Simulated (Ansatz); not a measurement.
Take WS2 (space group P6_3/mmc, No. 194; a = 3.1147 Å, c = 11.7724 Å; layered, stacked along the Cartesian z axis) as the base. Axes: x lies along a and z along c of the hexagonal cell.

Level of theory: Ansatz (a first-principles code) PBEsol-D3(BJ), no SOC.

Strains are applied to the cell and any free atomic positions relax.

One change was made to it. Results:

| quantity | base | after |
|---|---|---|
| energy relative to the base (free energy F) | 0 meV/atom | +0.5 meV/atom |
| band gap | 0.65 eV | 0.64 eV |
| hole mass | 0.96 mₑ along c, 0.46 mₑ across (at Γ) | 0.49 mₑ along x, 0.45 mₑ along y, 0.93 mₑ along z (at Γ) |

Q: Name the change that was made.
A) uniaxial strain ε_xx = −2.40 %
B) uniaxial strain ε_xx = −0.60 %
C) uniaxial strain ε_xx = −3.00 %
D) uniaxial strain ε_xx = −1.20 %

A: B, uniaxial strain ε_xx = −0.60 %. For comparison, the energy relative to the base in the other runs: uniaxial strain ε_xx = −1.20 % gives +2.1 meV/atom; uniaxial strain ε_xx = −2.40 % gives +8.8 meV/atom; uniaxial strain ε_xx = −3.00 % gives +14 meV/atom.

Spin-orbit coupling, missing from the scalar runs, can matter with W. Effective masses come from finite differences of ±0.01 Å⁻¹. Whether these cells are dynamically stable was not tested.
